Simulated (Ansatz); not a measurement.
## A computed series for WSi2: response to strain

Take WSi₂ (space group I4/mmm, No. 139; a = 3.229 Å, c = 7.870 Å; relaxed with 0.1 eV smearing) as the base. Axes: x, y, z lie along a, b, c of the conventional cell.

Strains are applied to the cell and any free atomic positions relax.

The values are results of PBE (Ansatz, a quantum-chemistry and plane-wave program), without spin-orbit coupling, not measurements.

Notes on the quantities. pressure: mean of the normal stresses, compression positive; energy relative to the base: free energy F.

| variant | pressure | energy relative to the base | volume per atom |
|---|---|---|---|
| base | 0.0 GPa | 0 meV/atom | 13.67 Å³ |
| uniaxial strain ε_zz = −2.50 % | ? | +15 meV/atom | 13.33 Å³ |
| uniaxial strain ε_zz = −1.50 % | 3.8 GPa | ? | 13.47 Å³ |
| uniaxial strain ε_zz = −1.00 % | 2.5 GPa | ? | 13.54 Å³ |
| uniaxial strain ε_zz = −0.50 % | 1.2 GPa | +0.6 meV/atom | 13.61 Å³ |
| uniaxial strain ε_zz = +0.50 % | -1.2 GPa | +0.6 meV/atom | 13.74 Å³ |
| uniaxial strain ε_zz = +1.00 % | -2.3 GPa | ? | 13.81 Å³ |
| uniaxial strain ε_zz = +1.50 % | -3.3 GPa | +4.8 meV/atom | 13.88 Å³ |
| uniaxial strain ε_zz = +2.00 % | -4.3 GPa | +8.3 meV/atom | 13.95 Å³ |
| uniaxial strain ε_zz = +2.50 % | -5.3 GPa | +13 meV/atom | 14.02 Å³ |

Question: Some entries are withheld; estimate them.

Answer: 
- uniaxial strain ε_zz = −2.50 %, pressure: 6.6 GPa
- uniaxial strain ε_zz = −1.50 %, energy relative to the base: +5.2 meV/atom
- uniaxial strain ε_zz = −1.00 %, energy relative to the base: +2.3 meV/atom
- uniaxial strain ε_zz = +1.00 %, energy relative to the base: +2.2 meV/atom

No phonon test of stability was made. All final runs are without spin polarisation.
